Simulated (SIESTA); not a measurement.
A user runs SIESTA on KRb2BiF6 (Fm-3m, 10 atoms in the cell) and asks whether the run is sound. The aim is a self-consistent single point with DFT, GGA PBEsol, numerical atomic orbitals DZP, PseudoDojo PBEsol standard norm-conserving potentials (rewritten from UPF to PSML).

Cell that was meant: a = 6.6010 Å, b = 6.6010 Å, c = 6.6010 Å, α = 60.00°, β = 60.00°, γ = 60.00°.

Part of the input:

```
SystemName  krb2bif6
SystemLabel krb2bif6

NumberOfAtoms                10
[...]
     4.667631000    0.000000000    4.667631000
     4.667631000    4.667631000    0.000000000
%endblock LatticeVectors
AtomicCoordinatesFormat      Fractional
%block AtomicCoordinatesAndAtomicSpecies
     2.333815500    2.333815500    2.333815500  1
     7.001446500    7.001446500    7.001446500  1
```

Log, with long lists cut:

```
reinit: Reading from file input.fdf

reinit: System Name: krb2bif6
reinit: System Label: krb2bif6

   [... lines left out ...]
siesta: WARNING: Atoms 28872 47304 too close: rij =    0.023389 Ang
siesta: WARNING: Atoms 28882 47314 too close: rij =    0.023389 Ang
siesta: WARNING: Atoms 28892 47324 too close: rij =    0.023389 Ang
new_DM -- step:     1
Initializing Density Matrix...

Attempting to read DM from file... Failed...
DM filled with atomic data:

InitMesh: MESH = 72 x 72 x 72 = 373248
InitMesh: Mesh cutoff (required, used) =   400.000   493.214 Ry

stepf: Methfessel-Paxton step function
       Using Hermite-Gauss polynomials of order  0
        iscf     Eharris(eV)        E_KS(eV)     FreeEng(eV)     dDmax    Ef(eV) dHmax(eV)
   scf:    1    72558.082440    72302.566590    72302.524253  1.929783 -1.699478 51.083133
   scf:    2    72267.692763    72284.661987    72284.635400  0.270928 -2.163993 42.734033
   scf:    3    72876.165292    72426.528122    72426.177841  5.749518 -1.574033 42.126142
   scf:    4    72689.649890    72550.736780    72550.444335  2.834308 -0.130660 54.490711
   scf:    5    72519.088002    72534.245122    72533.939310  0.320181 -0.498264 49.580631
   [... 19 lines left out ...]
   scf:   25    72244.228972    72244.230089    72243.967116  0.004144 -4.180946  0.001810
   scf:   26    72244.230043    72244.230066    72243.967115  0.000113 -4.180945  0.000968
   scf:   27    72244.230076    72244.230071    72243.967115  0.000141 -4.180977  0.001134
   scf:   28    72244.230130    72244.230100    72243.967115  0.000100 -4.180962  0.000242
SCF Convergence by DM+H criterion
max |DM_out - DM_in|         :     0.0000998738
max |H_out - H_in|      (eV) :     0.0002422241
SCF cycle converged after 28 iterations

Using DM_out to compute the final energy and forces

siesta: E_KS(eV) =            72244.2301

siesta: E_KS - E_eggbox =     72244.2301

siesta: Atomic forces (eV/Ang):
     1    0.106045    0.106045    0.106045
     2************************************
     3    0.291953    0.291953    0.291953
     4************************************
     5    4.671556   -1.713589   -1.713589
     6   -2.397958    1.574731    1.574731
     7   -1.713589    4.671556   -1.713589
     8    1.574730   -2.397958    1.574731
     9   -1.713589   -1.713589    4.671556
    10    1.574730    1.574730   -2.397958
   [... lines left out ...]
siesta: FreeEng =     72243.967115
   [... lines left out ...]
siesta:  -136.070698 -136.080306 -136.070698
siesta:  -136.070698 -136.070698 -136.080306

siesta: Cell volume =        203.385292 Ang**3

siesta: Pressure (static):
siesta:                Solid            Molecule  Units
siesta:           1.48210170      -7172.32146667  Ry/Bohr**3
siesta:         136.08030608    -658532.20541792  eV/Ang**3
siesta:      218024.68674350-1055084912.25708568  kBar
```

### Question
Can these results be used? Check the input.

### Answer
The run is not sound. The fault is fractional and Cartesian coordinates mixed up. The same three numbers mean different points as fractional and as Cartesian coordinates. To fix it, make label and numbers agree, by changing either. The run converged in 28 iterations without an error; against the sound input the free energy rises by 8080 eV/atom, the pressure goes from -0.84 to 21800 GPa, the largest force goes from 1.873 to 3550000 eV/Å and no clean gap remains on the mesh (levels overlap or are partly filled), against 4.56 eV before. The full log also holds: “siesta: WARNING: Atoms     2 21494 too close: rij =    0.023389 Ang” and “siesta: WARNING: Atoms     4 30702 too close: rij =    0.023389 Ang”.

The sound input it was made from differs as follows (other fixes are possible):
```diff
-SystemName  krb2bif6
+SystemName  KRb2BiF6
-AtomicCoordinatesFormat      Fractional
+AtomicCoordinatesFormat      Ang
```

With that input, the run converged in 12 iterations: free energy E − TS -8524.6264 eV; top of the valence band (on the code's own zero) -7.10 eV; gap on the k-point mesh 4.56 eV; pressure -0.84 GPa; largest force (vector length) 1.873 eV/Å (DFT, GGA PBEsol, numerical atomic orbitals DZP, PseudoDojo PBEsol standard norm-conserving potentials (rewritten from UPF to PSML)).

On the sound input: the starting cell was generated: these elements placed on a structure prototype, without a prior relaxation; it need not be a known phase or ordering of this composition. Spin-orbit coupling is off. Values carry the incompleteness of an atom-centred basis. The basis of the alkali or alkaline-earth atoms may lack their empty d shell, which can raise the gap. Forces in this geometry exceed 1 eV/Å.
